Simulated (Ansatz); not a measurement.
**InP: In on a P site (antisite)**

The reference is a 16-atom supercell of InP in the zinc blende structure (space group F-43m, No. 216; a = 5.9595 Å) at its relaxed geometry.

Perturbation: a neutral In on a P site (antisite), atoms relaxed at fixed cell, starting from a slightly rattled geometry.

Computed with PBE in Ansatz (plane waves to 420 eV, PAW, scalar-relativistic without spin-orbit coupling). Γ-centred 4×4×4 mesh, Fermi–Dirac width 0.01 eV.

The pressure goes from zero to 2.7 GPa and the largest displacement of a host atom from its site in the perfect cell comes out as 0.13 Å. The mean distance from the defect site to its nearest host atoms increases by 0.13 Å, from 2.58 Å to 2.71 Å.

The magnetic state is the one reached from the starting moments; the real material's order can differ, and small cells can't hold many antiferromagnetic ones. In so small a cell the defect repeats every few ångströms: this is an ordered compound, not a dilute defect. A case with no gap was solved on a k-mesh chosen for an insulator, which is coarse for it. Starting moments died away, wholly or in part, for In on a P site (antisite); another magnetic solution may exist. The defect cell is spin-polarised and ends with 0.3 μB, a fractional moment that hangs on the mesh and smearing.

Ansatz is a quantum-chemistry and plane-wave program.
